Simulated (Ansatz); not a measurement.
Data:

```xyz
6
Lattice="4.5361 0.0000 0.0000 0.0000 4.5361 0.0000 0.0000 0.0000 2.9632" Properties=species:S:1:pos:R:3 pbc="T T T"
Ti     0.0000     0.0000     0.0000
Ti     2.2681     2.2681     1.4816
O      1.3793     1.3793     0.0000
O      3.6473     0.8888     1.4816
O      0.8888     3.6473     1.4816
O      3.1568     3.1568     0.0000
```

No spin polarisation.

Computed with PBEsol (Ansatz, a quantum-chemistry and plane-wave program), without spin-orbit coupling. k-mesh 7×7×11 (Γ-centred); smearing 0.05 eV (Fermi–Dirac).

Predict the band gap.

1.86 eV.

Predict the electron mass.

0.54 mₑ out of plane, 1.1 mₑ in plane (at Γ).

What gap character does the calculation give?

Direct at Γ.

Estimate the space group.

P4_2/mnm (No. 136).

The cells carry an imposed strain or load. Effective masses come from finite differences of ±0.01 Å⁻¹. Stability against distortions was not tested. The final runs are not spin-polarised. The cell was made from TiO₂ in the rutile structure (space group P4_2/mnm, No. 136) by this change: biaxial strain −1.20 %, plane normal [001], relaxed out of plane.
